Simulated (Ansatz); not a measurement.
# What uniaxial strain ε_zz = +2.50 % does to CuAu

Consider CuAu (space group P4/mmm, No. 123; a = 2.869 Å, c = 3.645 Å; relaxed with 0.1 eV smearing). Axes: x, y, z lie along a, b, c of the conventional cell.

One thing is altered: the cell is stretched by 2.50 % along z with no lateral relaxation, atoms relaxed at fixed cell.

Computed with Ansatz (a first-principles code), PBE, PAW, cutoff 420 eV, no SOC. Settings: 20×20×16 k-points, 0.1 eV Fermi–Dirac smearing.

| quantity | base | changed | shift |
|---|---|---|---|
| volume per atom | 15.01 Å³ | 15.38 Å³ | +0.375 Å³ |
| space group | P4/mmm (No. 123) | P4/mmm (No. 123) | – |
| shortest interatomic distance | 5.154 bohr | 5.212 bohr | +0.058 bohr |
| energy relative to the base (free energy F) | 0 meV/atom | +4.2 meV/atom | +4.2 meV/atom |
| pressure (mean of the normal stresses, compression positive) | 0.0 GPa | -3.2 GPa | -3.2 GPa |
| band gap | zero | zero | – |
| stress (xx, yy, zz, yz, xz, xy; compression positive) | – | (-3.0, -3.0, -3.5, 0.0, 0.0, 0.0) GPa | – |

Final structure:

```yaml
crystal:
  lattice:
    - [2.86941, 0.00000, 0.00000]
    - [0.00000, 2.86941, 0.00000]
    - [0.00000, 0.00000, 3.73636]
  atoms:
    - { symbol: Cu, position: [0.00000, 0.00000, 0.00000] }
    - { symbol: Au, position: [0.50000, 0.50000, 0.50000] }
```

Cost of the whole job for the changed cell (relaxation, final SCF and bands): around 26 core-seconds (rough).

Whether these cells are dynamically stable was not tested. All final runs are without spin polarisation.
